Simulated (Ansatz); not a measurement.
**A computed series for WSe2: response to strain**

The reference is WSe$_{2}$ (space group P6_3/mmc, No. 194; a = 3.230 Å, c = 12.411 Å; layered, stacked along the Cartesian z axis).

Strains are applied to the cell and any free atomic positions relax.

Method: Ansatz (a first-principles code) PBEsol-D3(BJ), scalar-relativistic without spin-orbit coupling.

Candidates:
(a) isotropic strain −1.80 %
(b) isotropic strain −1.20 %
(c) isotropic strain −0.60 %
(d) isotropic strain −2.40 %

Base values:

The band gap is 0.67 eV.

Question: Order them by band gap, lowest first.

Answer: (d) isotropic strain −2.40 % (0.47 eV), (a) isotropic strain −1.80 % (0.53 eV), (b) isotropic strain −1.20 % (0.58 eV), (c) isotropic strain −0.60 % (0.63 eV)

Spin-orbit coupling, missing from the scalar runs, can matter with W. No phonon test of stability was made.
